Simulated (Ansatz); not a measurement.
System: Be3N2 (R3m, No. 160; start mp-1070456; another space group than a measured phase of this formula). Method: r²SCAN0 (Ansatz, a first-principles code, plane waves, PAW).

Input file:

Ansatz 0.2 input:
```yaml
crystal:
  lattice:
    - [1.4175685351, 0.8184335754, 4.8527647557]
    - [-1.4175685351, 0.8184335754, 4.8527647557]
    - [0.0, -1.6368671507, 4.8527647557]
  atoms:
    - { symbol: Be, position: [0.1410734234, 0.1410734234, 0.1410734234] }
    - { symbol: Be, position: [0.6823560751, 0.6823560751, 0.6823560751] }
    - { symbol: Be, position: [0.9111107259, 0.9111107259, 0.9111107259] }
    - { symbol: N, position: [0.7958207706, 0.7958207706, 0.7958207706] }
    - { symbol: N, position: [0.291545005, 0.291545005, 0.291545005] }
basis:
  ecutwfc: 520
  ecutrho_ratio: 4
  xc_grid: 3
kpoints:
  mp_grid: { grid: [10, 10, 10] }
hamiltonian:
  xc: r2scan0
  dispersion: none
  pseudopotentials: { kind: paw }
scf:
  occupations: { method: fermi_dirac, width: 0.01 }
  convergence: { dr2_threshold: 0.0000000005 }
output:
  forces: true
  stress: true
  eigenvalues: true
```

Question: How many irreducible k-points, plane waves at Γ does the program set up, and what pressure does the run end with?

Answer: 116 irreducible k-points, 907 plane waves at Γ; P = -2.97 GPa, so the cell is stretched and would shrink at this level.

Excerpt of the program's output:

```
WARN output.stress: scf.exx.energy_threshold = 1e-6 eV is looser than the 5e-8 eV advised for a stress under a hybrid functional (1e-8 eV for each atom of the …
Crystal: 5 atoms, lattice volume = 33.781 Å³
Basis set: ecut = 520 eV, 907 PW (Γ), FFT grids on a1−a3, a2−a3, a3, exchange–correlation on 72×72×120 points (27 copies of the dense FFT grid, shifted against one another)
Bands: 13, of which v1, the nominal top of the filled ones, is band 8 counted from 1 (7 counted from 0)
Symmetry: 6 space group operations
Space group: R3m (ITA 160), of the structure as read, at distance tolerance 3.2e-5 Å
k-points: 116 of 1000 (time reversal used)
Functional: x = r2scan, c = r2scan; τ floored in thin density (d = 2e-4 eV/Å³), warm-up for x = 0.75 r2scan + 0.25 exact, c = r2scan; τ floored in thin density (d = 2e-4 eV/Å³)
SCF iter   1: F=—  HF=-1055.139796 eV  |F-HF|=—  |Δ(HF+E_count)|=         —  Δρ=9.18e-3  dr2=2.84e-2  dr2_τ=4.27e-1
SCF iter   2: F=—  HF=-1055.448892 eV  |F-HF|=—  |Δ(HF+E_count)|=   3.09e-1  Δρ=5.70e-3  dr2=5.37e-3  dr2_τ=4.47e-4
  ...
Crystal: 5 atoms, lattice volume = 33.781 Å³
Initial density: handed on by an earlier stage of this run
Functional: x = 0.75 r2scan + 0.25 exact, c = r2scan; τ floored in thin density (d = 2e-4 eV/Å³)
Crystal: 5 atoms, lattice volume = 33.781 Å³
SCF iter   3: F=—  HF=-1055.045193 eV  |F-HF|=—  |Δ(HF+E_count)|=   1.53e-8  Δρ=2.83e-6  dr2=2.46e-9  dr2_τ=4.12e-10
SCF iter   4: F=-1055.045193 eV  HF=-1055.045193 eV  |F-HF|=8.05e-11  |Δ(HF+E_count)|=  5.59e-11  Δρ=7.29e-7  dr2=1.86e-10  dr2_τ=3.04e-11
SCF 3 converged in 4 iterations: F = -1055.045193 eV  dr2 = 1.86e-10
Free energy (F): -1055.045193 eV
Internal energy: -1055.045193 eV  (E = F + TS)
E sigma→0 (E₀):  -1055.045193 eV
Fermi energy:    9.240514 eV
--- Forces (eV/Å), atoms counted from 1 ---
  atom   1  Be     0.00000000    -0.00000000    -0.00929761
  atom   2  Be    -0.00000000    -0.00000000    -0.00740175
  atom   3  Be     0.00000000     0.00000000     0.01601431
  atom   4  N      0.00000000     0.00000000     0.03403495
  atom   5  N     -0.00000000    -0.00000000    -0.03295607
--- Stress (GPa, compression-positive) ---
       -3.338717       0.000000      -0.000000
        0.000000      -3.338717       0.000000
       -0.000000       0.000000      -2.228520
  P = ⅓ Tr σ = -2.9687 GPa (-29.687 kbar)
```

The PAW data were made under PBE.

Note: cell and atoms aren't relaxed at this level (largest force 0.03 eV/Å, pressure -3.0 GPa).

A start named mp-… is a Materials Project structure, which can be a computed phase never made.
